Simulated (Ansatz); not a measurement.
Consider AlN in the wurtzite structure (space group P6_3mc, No. 186).

```
AlN
1.0
    3.08878     0.00000     0.00000
   -1.54439     2.67496     0.00000
    0.00000     0.00000     4.94326
Al N
2 2
Direct
  0.33333   0.66667   0.00000
  0.66667   0.33333   0.50000
  0.33333   0.66667   0.38200
  0.66667   0.33333   0.88200
```

All numbers come from plane-wave PAW DFT at the LDA level (Ansatz, an electronic-structure program, 420 eV), no spin-orbit coupling.

Before the change:

- Shortest interatomic distance: 3.546 bohr
- Band gap: 4.42 eV
- Electron mass: 0.32 mₑ (at Γ)
- Valence-band top at Γ: 0.00, -0.23, -0.23 eV

Now apply this change: cell and atoms relaxed at a pressure of 0.9 GPa.

Question: What happens to the shortest interatomic distance?

Answer: The shortest interatomic distance shrinks by 0.005 bohr, from 3.546 bohr to 3.541 bohr.

Question: What happens to the band gap?

Answer: The band gap increases by 0.037 eV to 4.45 eV.

Question: Predict the new electron mass.

Answer: The electron mass stays 0.32 mₑ (at Γ).

Question: Estimate the effect on the valence-band top at Γ.

Answer: The valence-band top at Γ (three highest levels, from the VBM) stays 0.00, -0.23, -0.23 eV.

Load acts through the strain it causes; cell and atoms are relaxed under it. Masses are band curvatures over ±0.01 Å⁻¹ around the edge. No phonon test of stability was made.
